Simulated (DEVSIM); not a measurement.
# abrupt GaAs p-n junction

System: abrupt GaAs p-n junction, at 300 K.

```tsv
layer (left to right)	material	thickness (μm)	Nd (cm⁻³)	Na (cm⁻³)	τn (s)	τp (s)
1	GaAs	0.370	-	7.2e13	6.5e-9	6.5e-9
2	GaAs	18.0	4.5e14	-	6.5e-9	6.5e-9
```

Left contact: ohmic. Right contact: ohmic. Voltage is applied to the left contact. Recombination: SRH at mid-gap, radiative, Auger. Mobility is μmin + (μ − μmin)/(1 + (N/Nref)^α).

This is a model device: material constants are rounded textbook-type values typed into the input, and sizes, dopings and lifetimes were drawn at random. Values at 300 K.

| parameter | GaAs |
|---|---|
| gap (eV) | 1.424 |
| affinity (eV) | 4.07 |
| permittivity | 12.9 |
| Nc (cm⁻³) | 4.7e17 |
| Nv (cm⁻³) | 9e18 |
| μn (cm²/Vs) | 8500 |
| μp (cm²/Vs) | 400 |
| μn,min | 500 |
| μp,min | 20 |
| Nref,n | 6e16 |
| Nref,p | 1.5e17 |
| αn | 0.39 |
| αp | 0.38 |
| B (cm³/s) | 2e-10 |
| Cn (cm⁶/s) | 1e-30 |
| Cp (cm⁶/s) | 1e-30 |

Simulated with DEVSIM: 1D drift-diffusion, Boltzmann statistics, complete ionisation; no tunnelling, impact ionisation, image-force lowering or self-heating.

```json
{
  "potential_step_across_the_device_at_zero_bias": "0.941 V",
  "largest_field_in_the_device_at_zero_bias": "8700 V/cm",
  "Dark forward voltage at 1 A/cm²": "0.756 V",
  "Dark forward voltage at 100 A/cm²": "1.234 V"
}
```

Dark reverse current:

```csv
V (V),J (A/cm²)
-0.20,-7.8e-10
-0.50,-1.6e-9
-1.00,-2.7e-9
-1.50,-3.7e-9
-2.00,-4.5e-9
-3.00,-5.9e-9
-4.00,-7.2e-9
-5.00,-8.3e-9
-6.50,-9.7e-9
-8.00,-1.1e-8
-10.00,-1.3e-8
```

Dark forward current:

(V (V), J (A/cm²)): (0.05, 5.6e-10); (0.15, 5.9e-9); (0.25, 5.3e-8); (0.35, 7.5e-7); (0.45, 2.0e-5); (0.55, 0.00074); (0.65, 0.028); (0.75, 0.85); (0.85, 9.2); (0.95, 28); (1.00, 40); (1.10, 64); (1.20, 91); (1.30, 120); (1.40, 150); (1.50, 180); (1.60, 210); (1.70, 240); (1.80, 270); (1.90, 300)
